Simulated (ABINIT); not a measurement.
**Pressure against volume in CuAu-type CuAu (space group 123) (ABINIT, PBE)**

```
CELL_PARAMETERS angstrom
      2.75021     0.00000     0.00000
      0.00000     2.75021     0.00000
      0.00000     0.00000     3.60474
ATOMIC_POSITIONS crystal
  Cu 0.00000 0.00000 0.00000
  Au 0.50000 0.50000 0.50000
```

Method of the run: PBE, norm-conserving pseudopotentials (PseudoDojo nc-sr-05 PBE standard) (plane waves; ABINIT). Settings: pseudos = [Cu.upf, Au.upf]; ecut = 120 Ry; occopt = 3; tsmear = 0.00183747 Ha; ngkpt = 11 11 8; nshiftk = 1; shiftk = 0 0 0; potentials = PseudoDojo nc-sr-05 PBE standard; nband = 25; kptopt = 1; nstep = 100; tolvrs = 1e-12. The cell above is the first row's. The rows scale it uniformly. In all rows fractional positions and the k mesh are held.

```
V (Å^3/atom)  P (GPa)
------------  -------
13.6326         17.25
13.9289         12.51
14.2253          8.35
14.5216          4.69
14.8180          1.48
15.1144         -1.35
15.4107             ?
```

Problem. Using a cubic, estimate the missing P at V = 15.4107 from the other rows, showing the fit.

Solution. With u = V - 14.4, the rows have u = -0.7674, -0.4711, -0.1747, 0.1216, 0.4180, 0.7144. Least squares gives P = 6.134 - 12.1842·u + 2.6830·u² - 0.4094·u³. Residuals (row less fit): 0.001, -0.002, 0.003, -0.001, 0.000, 0.000; standard error 0.003 (degrees of freedom: 2). The fitted pressure is zero at V0 = 14.97, where dP/dV = -9.531, so B0 = -V0·dP/dV = 143 GPa. At the withheld row, u = 1.0107, so P = 6.134 - 12.1842 × 1.0107 + 2.6830 × 1.0107² - 0.4094 × 1.0107³ = -3.863 GPa. The calculation gives -3.83 GPa, 0.033 GPa above the prediction (0.2 % of the range of P in the table). The row lies outside the fitted rows, so this is an extrapolation. From the scatter of the fitted rows alone, a prediction at this place has a standard error of 0.011 GPa, so the miss is 2.9 times that.

Carrying the step between the two nearest rows on in a straight line would have given -4.18, off by 0.35; series whose last step already gives the withheld value aren't shown. The scan was laid around a cell of about the measured size, scaled by a guess for this functional; axis ratios and inner coordinates come from that cell. The runs keep the symmetry of the cell, so they don't test it for distortions. Spin polarisation is off. Spin-orbit coupling is off. The shape of the cell and the inner coordinates aren't relaxed, so V0 and B0 belong to this uniform scaling; a relaxed crystal lies no higher in energy and is usually softer. 2 of the planned runs didn't end soundly and are left out. Cutoffs and mesh are single choices, not tested for convergence of this quantity. Series with a scatter that would blur these digits, or in which a gap closes, are not shown.
